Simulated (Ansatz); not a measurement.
Take LaSb in the rock salt structure (space group Fm-3m, No. 225; a = 6.4527 Å) as the base.

The values are results of DFT with PBEsol, PAW potentials and a 420 eV plane-wave cutoff in Ansatz (a quantum-chemistry and plane-wave program), no SOC, not measurements.

Before the change:

* **Lattice parameter a**: 6.453 Å
* **Band gap**: zero

Now apply this change: a hydrostatic pressure of 0.7 GPa.

Task: What happens to the lattice parameter a?

Result: The lattice parameter a shrinks by 0.026 Å (6.453 Å → 6.427 Å).

Task: Estimate the effect on the band gap.

Result: The band gap is still zero.

Spin-orbit coupling, missing from the scalar runs, can matter with Sb. Load acts through the strain it causes; cell and atoms are relaxed under it. Whether these cells are dynamically stable was not tested. The final runs are not spin-polarised. The zero or small gap of LaSb can change with the level of theory.
